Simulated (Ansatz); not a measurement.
Checking a run of Ansatz (a quantum-chemistry and plane-wave program) on Co2CdSe4 (Fd-3m, 14 atoms in the cell). The aim is a self-consistent single point with DFT, PBE, plane waves, default PAW files.

Cell that was meant: a = 7.4408 Å, b = 7.4408 Å, c = 7.4408 Å, α = 60.00°, β = 60.00°, γ = 60.00°.

Part of the input:

Ansatz 0.2 input:
```yaml
  spin_polarized: true
scf:
  occupations: { method: cold, width: 0.136 }
  convergence: { dr2_threshold: 1.0e-02 eV }
output:
  forces: true
  eigenvalues: true
```

Output, abridged:

```
WARN basis.ecutwfc = 420 eV, the default
   [... lines left out ...]
Magnetic group: BNS 227.128 (UNI 1630), of the structure as read, at distance tolerance 6.6e-5 Å
k-points: 3 of 8
Initial density: superposition of atomic densities (chi_scale 0.1, normalization cell, long waves kept (reshape's long-wave potential 0.11 eV rms))
Starting moments: Σ|m| = 12 μB on 4 of 14 sites
Initial wavefunctions: pseudopotential atomic-orbital guess
Eigensolver: davidson
Functional: x = pbe(κ = 0.804, μ = 0.2195149727645171), c = pbe(β = 0.06672455060314922)
SCF iter   1: F=—  HF=-80769.562484 eV  |F-HF|=—  |Δ(HF+E_count)|=         —  Δρ=9.22e-2 (↑9.22e-2 ↓4.45e-2)  dr2=1.14e1  dr2_m=1.08e1  M=6.236 μB ∫|m|=7.391 μB  β_m=0.30  ethr=3.10e-3  ⟨swp⟩=5.3  Hψ=3050  notcnv=0  defer=18
Mixer restart at iter 1: flushing history
all-band conjugate gradients solve this SCF's bands
preconditioner: auto → Kerker (q_TF=auto, 2.634 Å⁻¹)
   [... lines left out ...]
SCF iter  22: F=—  HF=-80769.133318 eV  |F-HF|=—  |Δ(HF+E_count)|=   9.02e-9  S|Δr|=    0.00e0  Δρ=2.65e-6 (↑2.65e-6 ↓2.01e-6)  dr2=5.48e-8  dr2_m=3.40e-10  M=0.000 μB ∫|m|=0.000 μB  β_m=0.86  ethr=4.50e-12  ⟨swp⟩=1.8  Hψ=1335  notcnv=0
SCF iter  23: F=-80769.133318 eV  HF=-80769.133318 eV  |F-HF|=6.98e-10  |Δ(HF+E_count)|=   3.35e-9  S|Δr|=    0.00e0  Δρ=4.98e-7 (↑4.98e-7 ↓2.06e-7)  dr2=2.05e-9  dr2_m=1.97e-10  M=0.000 μB ∫|m|=0.000 μB  ethr=4.50e-12  ⟨swp⟩=1.0  Hψ=918  notcnv=0
SCF 1 converged in 23 iterations: F = -80769.133318 eV  dr2 = 2.05e-9
WARN: the starting moments were not kept: the SCF closed with an absolute magnetisation of 1.2e-4 μB, where they sum to 12 μB in size (4 sites) …
   [... lines left out ...]
Absolute magnetization: 0.0001 μB (∫|ρ↑−ρ↓|, with the PAW one-centre terms)
Free energy (F): -80769.133318 eV
Fermi energy:    10.175272 eV
   [... lines left out ...]
  atom  14  Se    -1.38218653    -1.38218653     1.38218653
--- Stress (GPa, compression-positive) ---
       -2.790391       0.000000       0.000000
       -0.000000      -2.790391       0.000000
        0.000000      -0.000000      -2.790391
  P = ⅓ Tr σ = -2.7904 GPa (-27.904 kbar)
  The stress holds the Pulay correction. Without it, at fixed plane waves, as pw.x and ABINIT print it: P = -2.8294 GPa
```

Task: Is this run sound? If not, what is wrong?

Result: The results can be used. The input holds a convergence threshold that is too loose, which can do harm: a loop that stops early leaves an energy error of second order in the density error, but errors of first order in forces and stress. Here it did none. The run converged in 23 iterations, and against the sound input the free energy stays essentially unchanged (within 1 meV/atom), the pressure stays at -2.79 GPa and the largest force stays at 2.394 eV/Å.

An input that runs soundly differs in these lines (not the only fix; some lines may just follow from the change or write a value another way):
```diff
-  convergence: { dr2_threshold: 1.0e-02 eV }
```

With that input, the run converged in 22 iterations: free energy E − TS (on the zero of these files) -80769.1333 eV; pressure -2.79 GPa; largest force (vector length) 2.394 eV/Å; size of the cell's spin moment 0.00 μB (DFT, PBE, plane waves, default PAW files).

On the sound input: the starting cell was generated: these elements placed on a structure prototype, without a prior relaxation; it need not be a known phase or ordering of this composition. Its lattice was rescaled by a random factor within 2.5 % of one. The starting moments vanished: the run ended non-magnetic, which need not be the lowest state. The program warned that a starting moment was not kept. Forces in this geometry exceed 1 eV/Å. Ansatz's pressure includes its estimate of the finite-basis (Pulay) stress.
